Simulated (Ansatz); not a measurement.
## One base run on LiScF4 (I4_1/a, 12 atoms in the cell) and variants with one or two settings moved

```xyz
12
Lattice="-2.5844 2.5844 5.2019 2.5844 -2.5844 5.2019 2.5844 2.5844 -5.2019" Properties=species:S:1:pos:R:3 pbc="T T T"
Li     0.0000     0.0000     0.0000
Li     0.0000     2.5844     2.6010
Sc     2.5844     0.0000     2.6010
Sc     0.0000     0.0000     5.2019
F      1.4969     0.9211     0.8372
F      1.6633     1.4969    -1.7638
F      1.0875     1.6633     6.0391
F      0.9211     1.0875     3.4382
F      1.0875    -0.9211     6.9657
F      0.9211     3.6719    -0.8372
F      1.4969     3.5056     1.7638
F      1.6633    -1.0875     4.3647
```

Base run A: HSE06, default PAW files made with PBE run with Ansatz (a program for electronic structure), self-consistent single point.

Its settings: basis.ecutwfc = 420 eV; kpoints.mp_grid.grid = 3 3 3; hamiltonian.xc = hse06; hamiltonian.pseudopotentials = {kind: paw} (the program's default PAW files); scf.occupations.method = fixed.

The starting cell comes from a database of computed structures (which also holds hypothetical and non-ambient phases and stackings), without a prior relaxation at this level. Its lattice was rescaled by a random factor within 2.5 % of one. In the base run, with a pressure of about -10 GPa the cell is away from its equilibrium volume at this level. Ansatz's pressure includes its estimate of the finite-basis (Pulay) stress.

ΔF is the free energy per atom less that of run A. A dash stands where there is no value to compare (another energy zero or no entropy term, no result, no spin, no clean gap, or a mesh too coarse for one). Absolute energies have different zeros for different potentials, functionals, Hubbard and dispersion terms and are not compared across them.

Run A gave: pressure (GPa) -9.71; largest force (eV/Å) 0.420; gap on the mesh (eV) 8.222.

Runs:
- B: hamiltonian.xc: hse06 → pbesol [PBEsol]
- C: hamiltonian.xc: hse06 → pbe0 [PBE0]
- D: scf.convergence.dr2_threshold: default (1e-07 eV) → 0.001 eV
- E: scf.mixing.preconditioner: default (the program chose none) → kerker; scf.mixing.q_tf: default → 0.5
- F: scf.exx.singularity: default → none
- G: scf.mixing.algorithm: default (the program chose MSR1) → broyden; scf.mixing.beta: default → 0.7
- H: scf.mixing.algorithm: default (the program chose MSR1) → anderson; scf.mixing.ndim: default → 12

Problem. What does run C change against A?

Solution. The pressure goes from -9.71 to -9.82 GPa, the largest force hardly changes (0.420 to 0.425 eV/Å) and the gap on the mesh goes from 8.222 to 9.019 eV.

Problem. What does run B change against A?

Solution. The pressure goes from -9.71 to -10.41 GPa, the largest force goes from 0.420 to 0.457 eV/Å and the gap on the mesh goes from 8.222 to 5.782 eV.

```tsv
run	ΔF (meV/atom)	pressure (GPa)	largest force (eV/Å)	gap on the mesh (eV)
A	0.00	-9.71	0.420	8.222
B	–	-10.41	0.457	5.782
C	–	-9.82	0.425	9.019
D	0.00	-9.71	0.420	8.222
E	0.00	-9.71	0.420	8.222
F	–	-9.71	0.420	8.222
G	0.00	-9.71	0.420	8.222
H	0.00	-9.71	0.420	8.222
```

Keys are those of Ansatz 0.2.
